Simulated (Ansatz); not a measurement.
V_P (zinc-blende GaP host)

These are PBE, PAW (plane waves to 420 eV; Ansatz, a first-principles code) values and carry that method's errors. Cell: 64 sites, 2×2×2; final energies on a 2×2×2 shifted mesh. Site at the start: the P site. Energies of charged states are corrected for periodic images (point charge plus alignment at distant sites). Dielectric constants: PBE linear response of the host. Host gap at this level: 1.57 eV. Finite-size and sampling errors can reach tenths of an eV here. Levels are measured in PBE's own, too narrow, gap. Spin–orbit coupling is left out. Each state is the lowest found from its start.

Formation energies E_f are given with the Fermi level at the valence-band maximum. Chemical conditions: Ga-rich (Δμ(P) = -0.86 eV; only phases computed here count, gases as isolated molecules at 0 K); P-rich (Δμ(P) = 0.00 eV; only phases computed here count, gases as isolated molecules at 0 K). Reference phases: P: black phosphorus.

Charges from +3 to −1 were run; one beyond them could lie lower near a band edge.

```csv
charge,moment (μB),largest move off a lattice site (Å),image correction with alignment (eV),"E_f, Ga-rich (eV)","E_f, P-rich (eV)"
+3†,not spin-polarised,0.51,0.61,–,–
+2†,1.0,0.28,0.14,–,–
+1,not spin-polarised,0.28,-0.05,1.84,2.71
0†,quenched,0.36,0.01,2.61,3.47
−1,not spin-polarised,0.49,0.29,3.35,4.22
```

† Not settled in this cell, so no level is given: charge +3: no spin-polarised start tried, level within 0.1 eV of a band edge or past it; charge +2: level within 0.1 eV of a band edge or past it; charge 0: a level filled in part, carriers not clearly localised.

Starting moments that weren't kept: charge 0 began with 1 μB and ended with 0.0.

Flagged in the runs: a strain field that reaches the edge of the cell.

All states together cost about 5 core-hours (a rough figure).
